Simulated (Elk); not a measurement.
```xyz
2
Lattice="2.7822 0.0000 0.0000 0.0000 2.7822 0.0000 0.0000 0.0000 2.7822" Properties=species:S:1:pos:R:3 pbc="T T T"
Fe     0.0000     0.0000     0.0000
Co     1.3911     1.3911     1.3911
```
Moments meant for the start (each program seeds them in its own way; μB, in the order of the atoms Fe Co): 4.0 3.0.

Method: Elk with PBEsol, all-electron FP-LAPW, Elk's shipped species files, APW+lo basis with extra local orbitals.

The set-up and first iterations of an Elk log for FeCo (Pm-3m, 2 atoms in the cell):

```
│ Elk code version 10.2.4 │

All units are atomic (Hartree, Bohr, etc.)

│ Ground-state run starting from atomic densities │

Lattice vectors :
   5.257688620       0.000000000       0.000000000
   0.000000000       5.257688620       0.000000000
   0.000000000       0.000000000       5.257688620

Unit cell volume      :    145.3398093
Brillouin zone volume :    1.706691475

Muffin-tin inner radius fraction :   0.1000000000E-01

Nuclei treated as point charges

Species :    1 (Fe)
 parameters loaded from : Fe.in
 name : iron
 nuclear charge    :   -26.00000000
 electronic charge :    26.00000000
 atomic mass :    101799.2074
 muffin-tin radius :    2.136000000
 number of radial points in muffin-tin :    999
 atomic positions (lattice), magnetic fields (Cartesian) :
   1 :   0.00000000  0.00000000  0.00000000    0.00000000  0.00000000 -4.00000000

Species :    2 (Co)
 parameters loaded from : Co.in
 name : cobalt
   [... lines left out ...]
 using average radius
Maximum |G+k| for APW functions       :    3.511235955
Maximum (1/2)|G+k|²                   :    6.164388966
Maximum |G| for potential and density :    18.00000000
 potential will be trimmed for |G| > 2 gkmax
Constant for pseudocharge density :   10
Radial integration step length :    2

G-vector grid sizes :     32    32    32
Number of G-vectors :    14243

Maximum angular momentum used for
 APW functions                      :   10
 outer part of muffin-tin           :    8
 inner part of muffin-tin           :    4

Total nuclear charge    :   -53.00000000
Total core charge       :    22.00000000
Total valence charge    :    31.00000000
Total excess charge     :    0.000000000
Total electronic charge :    53.00000000

Effective Wigner radius, rₛ :   0.8683071336

Number of empty states         :    8
Total number of valence states :   48
Total number of core states    :   22

Conduction state local-orbitals added automatically
Total number of local-orbitals :  229

Exchange-correlation functional :     22     0     0
 PBEsol, Phys. Rev. Lett. 100, 136406 (2008)
 gradient requirement :    1
 generalised gradient approximation (GGA)

Smearing type :    3
 Fermi-Dirac
Smearing width :   0.1837470000E-02
Effective electronic temperature (K) :    580.2271348

Mixing type :    3
 Broyden mixing, J. Phys. A: Math. Gen. 17, L317 (1984)

Kohn-Sham potential initialised from atomic data
│ Self-consistent loop started │
│ Loop number : 1 │
 total energy                :     -2662.48034956
 total moment                :    4.821111868
│ Loop number : 2 │
 total energy                :     -2662.96241015
 total moment                :    4.820518423
RMS change in Kohn-Sham potential (target) :    5.472444275     (  0.1000000000E-05)
Absolute change in total energy (target)   :   0.4820605918     (  0.1000000000E-03)
│ Loop number : 3 │
 total energy                :     -2655.26935596
 total moment                :    1.970801846
RMS change in Kohn-Sham potential (target) :    3.001548891     (  0.1000000000E-05)
Absolute change in total energy (target)   :    7.572539044     (  0.1000000000E-03)
│ Loop number : 4 │
 total energy                :     -2675.44215118
 total moment                :   -1.090786718
RMS change in Kohn-Sham potential (target) :    1.937801785     (  0.1000000000E-05)
Absolute change in total energy (target)   :    18.27966046     (  0.1000000000E-03)
│ Loop number : 5 │
 total energy                :     -2666.39203900
 total moment                :   -3.751510329
RMS change in Kohn-Sham potential (target) :   0.7343180887     (  0.1000000000E-05)
Absolute change in total energy (target)   :    4.480197063     (  0.1000000000E-03)
│ Loop number : 6 │
 total energy                :     -2662.40529974
 total moment                :   -4.284618089
RMS change in Kohn-Sham potential (target) :   0.2505899266     (  0.1000000000E-05)
   [... lines left out ...]
```

### Question
Will this run converge, and how will it end?

### Answer
The run converged in 37 iterations. Its thresholds were met; that alone does not show that basis and mesh suffice. It ends on: free energy E − TS -72488.8370 eV; Fermi level (on the code's own zero) 10.66 eV; size of the cell's spin moment 4.47 μB; site moments (μB, in the program's spheres or projections) Fe -2.68, Co -1.78. The log goes on:

```
│ Loop number : 25 │
 total energy                :     -2663.91548386
 total moment                :   -4.459715110
   [... lines left out ...]
Absolute change in total energy (target)   :   0.1783231082E-03 (  0.1000000000E-03)
│ Loop number : 35 │
 total energy                :     -2663.91559808
 total moment                :   -4.466162780
RMS change in Kohn-Sham potential (target) :   0.4537309247E-05 (  0.1000000000E-05)
Absolute change in total energy (target)   :   0.4074579465E-05 (  0.1000000000E-03)
│ Loop number : 36 │
 total energy                :     -2663.91563523
 total moment                :   -4.466483815
RMS change in Kohn-Sham potential (target) :   0.7997910481E-06 (  0.1000000000E-05)
Absolute change in total energy (target)   :   0.3816990784E-04 (  0.1000000000E-03)
Convergence targets achieved

│ Loop number : 37 │

Energies :
 Fermi                       :     0.391592944740
 xc effective B-field        :    -0.215789409780
 external B-field            :      0.00000000000
 total energy                :     -2663.91562635
 (external B-field energy excluded from total)

Density of states at Fermi energy :    45.29900572
 (states/Hartree/unit cell)

Estimated indirect band gap :   0.3784859508E-03
 from k-point     23 to k-point     11
Estimated direct band gap   :   0.8108476333E-02
 at k-point     18

Charges :
 core                        :    22.00000000
 valence                     :    31.00000000
 interstitial                :    2.844978581
 muffin-tins (core leakage)
  species :    1 (Fe)
   atom    1                 :    24.48729845     (  0.1557154405E-10)
  species :    2 (Co)
   atom    1                 :    25.66772297     (  0.1851383002E-02)
 total in muffin-tins        :    50.15502142
   [... lines left out ...]
 total moment                :   -4.466527767
   [... lines left out ...]
   IBS                       :    -0.00000000    0.00000000    0.00000000
   total force               :     0.00000000    0.00000000    0.00000000
   total magnitude           :     0.00000000
 species :    2 (Co)
  atom :    1
   Hellmann-Feynman          :     0.00000000    0.00000000    0.00000000
   IBS                       :    -0.00000000    0.00000000    0.00000000
   total force               :    -0.00000000    0.00000000    0.00000000
   total magnitude           :     0.00000000
```

For comparison: a first run (DFT, PBE, all-electron FP-LAPW, Elk's shipped species files, APW+lo basis with extra local orbitals) was changed to give this one (xctype: 20 → 22), and from it to this one the size of the net moment hardly changes (2.24 to 2.23 μB/atom).

The starting cell comes from a database of computed structures (which also holds hypothetical and non-ambient phases and stackings), without a prior relaxation at this level. Its lattice was rescaled by a random factor within 2.5 % of one. The magnetic order is the one reached from the typed start; others were not searched systematically. Values depend on the basis (sphere radii, cutoffs, local orbitals), which need not be converged. The log's line on a gap gives a spacing of levels on this mesh, which the program prints for metals too.

The run was DFT, PBEsol, all-electron FP-LAPW, Elk's shipped species files, APW+lo basis with extra local orbitals. Main settings of its input:

- xctype: 22
- spinpol: true
- rgkmax: 7.5
- swidth: 0.00183747 Ha
- ngridk: 8 8 8
- reducebf: 0.8
- tforce: true
- gmaxvr: 18 1/bohr
- lmaxapw: 10
- lmaxo: 8
- nxlo: 2
- lorbcnd: true
